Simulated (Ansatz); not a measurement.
# BeS: band gap against strain

BeS (zinc blende, F-43m, 14.156 Å³/atom at rest, cube axes along x, y and z) under an equal strain ε along all three axes. PBEsol in Ansatz, a plane-wave DFT program (PAW, default set), 420 eV, 12×12×12 Γ-centred mesh, Fermi-Dirac smearing 0.05 eV; ions are relaxed within the symmetry of each cell. Gaps are the smallest over the k-mesh and a band path, without spin-orbit coupling; in all rows the valence edge lies at Γ and the conduction edge at about 1.3 Å⁻¹ from Γ.

Here s stands for strain and Eg for gap.

```csv
strain (%),gap (eV)
-3.00,?
-1.50,2.80
-1.00,2.84
-0.50,2.87
0.00,2.91
0.50,2.94
1.00,2.97
1.50,3.01
```

Q: Using a straight line, estimate the missing Eg at s = -3.00 from the other rows, showing the fit.

A: Means: s 0, Eg 2.906. About the means, the sum of products is 0.48000 and the sum of squares of s is 7.0000; the slope is their ratio. Least squares gives Eg = 2.906 + 0.0686·s. Residuals (row less fit): -0.003, 0.003, -0.002, 0.004, 0.000, -0.005, 0.001; standard error 0.003 (degrees of freedom: 5). Over these rows the gap moves by 6.9 ± 0.1 eV per unit strain, or 2.3 eV per unit of ln V. At the withheld row, Eg = 2.906 + 0.0686 × (-3.0) = 2.700 eV. The calculation gives 2.68 eV, 0.020 eV below the prediction (6.1 % of the range of Eg in the table). The row lies outside the fitted rows, so this is an extrapolation. The fitted rows scatter only by rounding.

Other structures, which can take over under pressure, weren't tried. Rows are the converged runs of the series near zero and its far end; series whose fitted rows scatter by over a few per cent of the range, as at a crossing or softening among them, aren't shown in this form. Most that stay on the fit to the last digits aren't either.
